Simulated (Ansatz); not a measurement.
Take InAs in the zinc blende structure (space group F-43m, No. 216) as the base.

```
CELL_PARAMETERS angstrom
      0.00000     3.05455     3.05455
      3.05455     0.00000     3.05455
      3.05455     3.05455     0.00000
ATOMIC_POSITIONS crystal
  As 0.75000 0.75000 0.75000
  In 0.00000 0.00000 0.00000
```

Levels (all Ansatz, a program for electronic structure, PAW): r2SCAN (500 eV, without spin-orbit coupling); HSE06 (420 eV, scalar-relativistic without spin-orbit coupling).

Its gap is 0.08 eV with r2SCAN and 0.36 eV with HSE06.

Now apply this change: P takes the place of As on all its sites, then cell and atoms are relaxed.

With r2SCAN the gap becomes 1.03 eV.

Q: If the HSE06 correction stayed the same, what would the HSE06 gap be, and what does the HSE06 run give?

A: A rigid correction of +0.28 eV gives 1.31 eV. The HSE06 run gives 1.36 eV, so the correction itself changes by +0.05 eV.

Single points use the geometry relaxed with r2SCAN. No phonon test of stability was made. A zero or small gap of InAs can be the functional's error rather than a property of the material.
